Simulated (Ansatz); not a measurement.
Consider LiF in the zinc blende structure (space group F-43m, No. 216; a = 4.290 Å; a hypothetical phase, not in the database extracts checked). Axes: x, y, z lie along the cube axes.

Method: Ansatz (a quantum-chemistry and plane-wave program), r2SCAN, PAW, cutoff 500 eV, without spin-orbit coupling.

Modification: the cell is stretched by 1.62 % along z with no lateral relaxation; the atoms relax in the strained cell.

### Question
Predict the stress tensor and what it implies for the stiffness.

### Answer
Stress of the strained cell less that of the base (GPa, compression positive):
```
  -0.80    0.00    0.00
   0.00   -0.80    0.00
   0.00    0.00   -1.14
```

Then −Δσ_ii/ε with ε = 0.0162 gives secant stiffness values (nonlinear terms included at this strain): C33 ≈ 70 GPa, C13 ≈ 49 GPa and C23 ≈ 49 GPa.

Stability against distortions was not tested.
